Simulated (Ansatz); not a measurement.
The structure below was relaxed with PBE, PAW, 420 eV (Ansatz, a first-principles code; without spin-orbit coupling), earlier PAW set.

Space group F-43m (No. 216); a = b = c = 5.6936 Å, α = β = γ = 90.00°

```json
[
 {"atom": "F", "site": "4d", "symmetry": "-43m", "x": "0.7500", "y": "0.7500", "z": "0.7500"},
 {"atom": "Ga", "site": "4a", "symmetry": "-43m", "x": "0.0000", "y": "0.0000", "z": "0.0000"}
]
```

### Question
Write out a cell with all atoms.

### Answer
```cif
data_F4Ga4
_chemical_formula_sum 'F4 Ga4'
_space_group_name_H-M_alt 'P 1'
_space_group_IT_number 1
_cell_length_a 5.69357
_cell_length_b 5.69357
_cell_length_c 5.69357
_cell_angle_alpha 90.000
_cell_angle_beta 90.000
_cell_angle_gamma 90.000
loop_
_space_group_symop_operation_xyz
  'x, y, z'
loop_
_atom_site_label
_atom_site_type_symbol
_atom_site_fract_x
_atom_site_fract_y
_atom_site_fract_z
_atom_site_occupancy
F1 F 0.25000 0.25000 0.75000 1
Ga1 Ga 0.00000 0.00000 0.00000 1
F2 F 0.25000 0.75000 0.25000 1
Ga2 Ga 0.00000 0.50000 0.50000 1
F3 F 0.75000 0.25000 0.25000 1
Ga3 Ga 0.50000 0.00000 0.50000 1
F4 F 0.75000 0.75000 0.75000 1
Ga4 Ga 0.50000 0.50000 0.00000 1
```
This is the conventional cell.

Whether these cells are dynamically stable was not tested. The cell was made from GaN by this change: N → F; the result is a hypothetical phase, not in the database extracts checked.
